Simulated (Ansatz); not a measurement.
The starting structures come from a database of crystals and need not be the phases stable at ambient conditions.

By PBEsol, the system below comes out a metal.

A figure of merit of an interconnect metal is its ballistic conductance per area.

Input:

```yaml
crystal:
  lattice:
    - [3.45206, 0.00000, 0.00000]
    - [1.72603, 8.91915, 0.00000]
    - [1.72603, 0.33402, 2.97085]
  atoms:
    - { symbol: Ti, position: [0.50000, 0.50000, 0.50000] }
    - { symbol: Ti, position: [0.61871, 0.14386, 0.61871] }
    - { symbol: Ti, position: [0.38129, 0.85614, 0.38129] }
    - { symbol: S, position: [0.00000, 0.00000, 0.00000] }
    - { symbol: S, position: [0.77664, 0.67009, 0.77664] }
    - { symbol: S, position: [0.22336, 0.32991, 0.22336] }
```

Space group of this cell: R-3m. The cell is taken as given; by PBEsol its mean pressure is -5.3 GPa.

The current flows along the normal of the first two printed cell vectors, the (101) plane of the conventional cell. No spin-orbit coupling; the value is a mean over 0.1 eV about the Fermi level.

Question: Predict the ballistic conductance per area from PBEsol (Ansatz, a quantum-chemistry and plane-wave program).

Answer: 0.77 × 10¹⁵ S/m² for both spins.
